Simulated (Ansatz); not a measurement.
**Hypothetical CdI2 type PbO2: isotropic strain −2.43 %**

Base system: PbO$_{2}$ in the CdI2 type structure (space group P-3m1, No. 164; a = 3.372 Å, c = 4.361 Å; a hypothetical phase, not in the database extracts checked; layered, stacked along the Cartesian z axis).

It is then changed as follows: an isotropic linear strain of −2.43 %, atoms relaxed at fixed cell.

Calculations: Ansatz (an electronic-structure program), r2SCAN+rVV10, PAW, cutoff 500 eV, no spin-orbit coupling. Γ-centred 11×11×8 mesh, Fermi–Dirac width 0.05 eV.

| quantity | base | changed | shift |
|---|---|---|---|
| volume per atom | 14.31 Å³ | 13.29 Å³ | -1.02 Å³ |
| space group | P-3m1 (No. 164) | P-3m1 (No. 164) | – |
| energy relative to the base (free energy F) | 0 meV/atom | +23 meV/atom | +23 meV/atom |
| pressure (mean of the normal stresses, compression positive) | 0.0 kbar | 79.0 kbar | +79.06 kbar |
| band gap (an upper bound: an edge found on the path is not a true extremum; both cells) | 0.52 eV | 0.70 eV | +0.18 eV |
| largest internal atomic displacement | – | 0.056 Å | – |

Spin-orbit coupling, missing from the scalar runs, can matter with Pb. Whether these cells are dynamically stable was not tested.
